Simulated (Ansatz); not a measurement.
Levels about the gap of amorphous Ge12Ti10O44 (66 atoms in a cell of 959 Å³, 3.56 g/cm³; zone centre alone, so wide bands show as single levels with stretches between that a denser mesh fills), at the geometry that PBE relaxed, where it gives 0.0 GPa on a denser mesh. The participation number counts the atoms over which a state spreads; weights are charges in smoothed Voronoi cells. The levels come from a single point, so bond lengths are those of that geometry. Method of the levels: PBE, scalar-relativistic without spin-orbit coupling (Ansatz, a program for electronic structure). Sampling: the zone centre alone; Fermi-Dirac width 0.02 eV; no spin polarisation. At PBE the levels at the filled edge of the gap are localised (band-tail or defect states), and the nearest spread-out levels lie 3.1 eV apart at the zone centre.

A CHGNet melt-quench gave the starting glass, which DFT then relaxed. O atoms were pushed apart under 1.9 Å during the dynamics, to hinder bonds among them. The hot cell started wider than the set density and was brought back towards it in steps. It is the lowest in DFT energy of 2 quenches. It is a model cell: composition and starting density were chosen by hand, and all elements were melted together. No dispersion term was used. Its density started from a set value of 3.82 and ended at 3.56 g/cm³. The quench (nominally 360 K/ps over its main leg) was far faster than any real one, so the model tends to hold more defects than a real film. One small periodic cell is one sample of the glass; other quenches scatter about these values. The volume was free in the relaxation, at fixed shape. Stress components on the final sampling reach 2.1 GPa.

```csv
"E - E(highest filled), eV",filling,participation number,largest on,weight O,weight Ti,weight Ge
-0.40,filled,19.3,"O, 3 neighbours",0.94,0.04,0.02
-0.39,filled,27.9,"O, 2 neighbours",0.95,0.03,0.02
-0.28,filled,10.2,"O, 2 neighbours",0.95,0.02,0.02
-0.26,filled,18.3,"O, 2 neighbours",0.93,0.05,0.02
-0.21,filled,9.0,"O, 2 neighbours",0.94,0.05,0.01
-0.19,filled,5.4,"O, 2 neighbours",0.93,0.05,0.03
0.00,filled,5.2,"O, 2 neighbours",0.96,0.02,0.01
2.83,empty,25.9,"Ti, 4 neighbours",0.44,0.34,0.22
2.96,empty,4.3,"Ti, 4 neighbours",0.22,0.75,0.04
3.03,empty,6.4,"Ti, 5 neighbours",0.21,0.75,0.03
3.06,empty,11.7,"Ti, 5 neighbours",0.24,0.71,0.06
3.12,empty,14.1,"Ti, 5 neighbours",0.25,0.65,0.09
3.16,empty,11.3,"Ti, 4 neighbours",0.28,0.61,0.11
3.19,empty,10.5,"Ti, 5 neighbours",0.23,0.72,0.06
```

Most localised among these is the empty level at +2.96 eV, on a Ti atom, which has 4 neighbours (O 1.74 Å, O 1.83 Å, O 1.87 Å, O 1.93 Å).
